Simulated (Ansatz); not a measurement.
We consider CuI (model structure, within 0.1 Å of P6₄22, No. 181, 6 atoms in the cell), described by r²SCAN+rVV10 (PAW; Ansatz, a quantum-chemistry and plane-wave program).

Settings: plane-wave cutoff 560 eV, 12×12×4 k mesh (along the axes of the cell as run), Fermi–Dirac smearing 0.01 eV, no spin polarisation, scalar-relativistic PAW data made under PBE.

Cell (relaxed at this level):

```cif
data_Cu3I3
_chemical_formula_sum 'Cu3 I3'
_space_group_name_H-M_alt 'P 1'
_space_group_IT_number 1
_cell_length_a 4.18142
_cell_length_b 4.18142
_cell_length_c 9.70728
_cell_angle_alpha 90.000
_cell_angle_beta 90.000
_cell_angle_gamma 120.000
loop_
_space_group_symop_operation_xyz
  'x, y, z'
loop_
_atom_site_label
_atom_site_type_symbol
_atom_site_fract_x
_atom_site_fract_y
_atom_site_fract_z
_atom_site_occupancy
Cu1 Cu 0.50017 0.50017 0.50000 1
Cu2 Cu 0.49983 0.00000 0.83333 1
Cu3 Cu 0.00000 0.49983 0.16667 1
I1 I 0.49997 0.49997 0.00000 1
I2 I 0.50003 0.00000 0.33333 1
I3 I 0.00000 0.50003 0.66667 1
```

Question: Give the computed band gap and smallest direct gap on the k points sampled.

Answer: 
- band gap = 1.17 eV
- smallest direct gap on the k points sampled = 1.71 eV

Spin–orbit coupling is not included; with these elements it can move the gap by several tenths of an eV or more.

The result took around 2.1 core-minutes (rough).

A model structure was made by putting elements into a prototype or built by hand; it is no filed structure, need not be a known phase, and can be a saddle point held by its symmetry.
